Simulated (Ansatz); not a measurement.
C (within 0.1 Å of P6₃/mmc, No. 194, 12 atoms in the cell; start mp-606949) was calculated with PBE0 in Ansatz (plane waves, PAW).

Input file:

Ansatz 0.2 input:
```yaml
crystal:
  lattice:
    - [2.4587462578, 0.0, 0.0]
    - [-1.2293731289, 2.1293367207, 0.0]
    - [0.0, 0.0, 29.8526421189]
  atoms:
    - { symbol: C, position: [0.6666666667, 0.3333333333, 0.9942133985] }
    - { symbol: C, position: [0.3333333333, 0.6666666667, 0.4942133985] }
    - { symbol: C, position: [0.6666666667, 0.3333333333, 0.4942201359] }
    - { symbol: C, position: [0.3333333333, 0.6666666667, 0.9942201359] }
    - { symbol: C, position: [0.6666666667, 0.3333333333, 0.7370873565] }
    - { symbol: C, position: [0.3333333333, 0.6666666667, 0.2370873565] }
    - { symbol: C, position: [0.6666666667, 0.3333333333, 0.2370948432] }
    - { symbol: C, position: [0.3333333333, 0.6666666667, 0.7370948432] }
    - { symbol: C, position: [0.0, 0.0, 0.6156917611] }
    - { symbol: C, position: [0.0, 0.0, 0.1156917611] }
    - { symbol: C, position: [0.6666666667, 0.3333333333, 0.6156925048] }
    - { symbol: C, position: [0.3333333333, 0.6666666667, 0.1156925048] }
basis:
  ecutwfc: 460
  ecutrho_ratio: 4
  xc_grid: 2
kpoints:
  mp_grid: { grid: [12, 12, 1] }
hamiltonian:
  xc: pbe0
  dispersion: none
  pseudopotentials: { azcp: { folder: ./paw }, kind: paw }
scf:
  occupations: { method: fermi_dirac, width: 0.01 }
  convergence: { dr2_threshold: 0.0000000012 }
output:
  forces: true
  stress: true
  eigenvalues: true
```

From the output:

```
WARN output.stress: scf.exx.energy_threshold = 1e-6 eV is looser than the 1.2e-7 eV advised for a stress under a hybrid functional (1e-8 eV for each atom of …
Crystal: 12 atoms, lattice volume = 156.293 Å³
Basis set: ecut = 460 eV, 3603 PW (Γ), exchange–correlation on 36×36×432 points (8 copies of the dense FFT grid, shifted against one another)
Bands: 36, of which v1, the nominal top of the filled ones, is band 24 counted from 1 (23 counted from 0)
Symmetry: 12 space group operations
Space group: P63mc (ITA 186), of the structure as read, at distance tolerance 5.4e-5 Å
k-points: 19 of 144
Initial density: superposition of atomic densities (neutral atoms: chi_scale 0, normalization atom)
Functional: x = pbe(κ = 0.804, μ = 0.2195149727645171), c = pbe(β = 0.06672455060314922), warm-up for x = 0.75 pbe(κ = 0.804, μ = 0.2195149727645171) + 0.25 exact, c = pbe(β = 0.06672455060314922)
SCF iter   1: F=—  HF=-3018.128019 eV  |F-HF|=—  |Δ(HF+E_count)|=         —  Δρ=1.06e-1  dr2=1.59e1
SCF iter   2: F=—  HF=-3013.914157 eV  |F-HF|=—  |Δ(HF+E_count)|=    4.21e0  Δρ=6.06e-2  dr2=6.22e0
  ...
SCF 1 converged in 20 iterations: F = -3011.252533 eV  dr2 = 9.28e-11
Crystal: 12 atoms, lattice volume = 156.293 Å³
Initial density: handed on by an earlier stage of this run
  ...
Crystal: 12 atoms, lattice volume = 156.293 Å³
Crystal: 12 atoms, lattice volume = 156.293 Å³
SCF 15 converged in 4 iterations: F = -3011.907794 eV  dr2 = 6.56e-10
Crystal: 12 atoms, lattice volume = 156.293 Å³
Crystal: 12 atoms, lattice volume = 156.293 Å³
SCF iter   9: F=—  HF=-3011.906455 eV  |F-HF|=—  |Δ(HF+E_count)|=  2.32e-10  Δρ=2.87e-7  dr2=6.93e-10
SCF iter  10: F=-3011.906455 eV  HF=-3011.906455 eV  |F-HF|=2.96e-11  |Δ(HF+E_count)|=  2.32e-11  Δρ=1.18e-7  dr2=5.45e-11
SCF 17 converged in 10 iterations: F = -3011.906455 eV  dr2 = 5.45e-11
Free energy (F): -3011.907794 eV
Internal energy: -3011.907793 eV  (E = F + TS)
E sigma→0 (E₀):  -3011.907794 eV
Fermi energy:    3.280990 eV
--- Forces (eV/Å), atoms counted from 1 ---
  atom   1  C      0.00000000     0.00000000    -0.01264630
  atom   2  C      0.00000000    -0.00000000    -0.01264630
  atom   3  C     -0.00000000     0.00000000    -0.01368522
  atom   4  C      0.00000000    -0.00000000    -0.01368522
  atom   5  C      0.00000000     0.00000000     0.01420238
  atom   6  C      0.00000000    -0.00000000     0.01420238
  atom   7  C     -0.00000000     0.00000000     0.01239967
  atom   8  C      0.00000000    -0.00000000     0.01239967
  atom   9  C     -0.00000000     0.00000000     0.00022674
  atom  10  C      0.00000000    -0.00000000     0.00022674
  atom  11  C      0.00000000    -0.00000000    -0.00049699
  atom  12  C      0.00000000     0.00000000    -0.00049699
--- Stress (GPa, compression-positive) ---
       -3.392860       0.000000       0.000000
        0.000000      -3.392860      -0.000000
        0.000000       0.000000       0.391741
  P = ⅓ Tr σ = -2.1313 GPa (-21.313 kbar)
```

The PAW data were made under PBE.

Note: cell and atoms aren't relaxed at this level (pressure -2.1 GPa).

The result took very roughly 19 core-minutes.

A start named mp-… is a Materials Project structure, which need not be a measured phase.

Ansatz is a program for electronic structure.
